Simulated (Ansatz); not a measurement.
Consider ZnInGaO$_{4}$ (space group R3m, No. 160).

```
ZnInGaO4
1.0
    1.67799     0.96879     8.70467
   -1.67799     0.96879     8.70467
    0.00000    -1.93758     8.70467
In Ga Zn O
1 1 1 4
Direct
  0.99692   0.99692   0.99692
  0.21295   0.21295   0.21295
  0.78119   0.78119   0.78119
  0.13648   0.13648   0.13648
  0.87897   0.87897   0.87897
  0.28877   0.28877   0.28877
  0.70472   0.70472   0.70472
```

Cartesian axes are those of the cell as printed.

Computed with PBE (Ansatz, a program for electronic structure), no SOC, earlier PAW set.

One thing is altered: uniaxial strain ε_zz = −3.59 %, all other strain components held at zero, atoms relaxed at fixed cell.

Question: Predict the stress tensor and what it implies for the stiffness.

Answer: Stress of the strained cell less that of the base (GPa, compression positive):
```
   4.59    0.00    0.00
   0.00    4.59    0.00
   0.00    0.00    9.18
```

Then −Δσ_ii/ε with ε = -0.0359 gives secant stiffness values (nonlinear terms included at this strain): C33 ≈ 256 GPa, C13 ≈ 128 GPa and C23 ≈ 128 GPa.

As a check, the harmonic strain energy −½ V₀ Δσ:ε is 12 meV/atom; the computed energy rise is 12 meV/atom.

Stability against distortions was not tested.
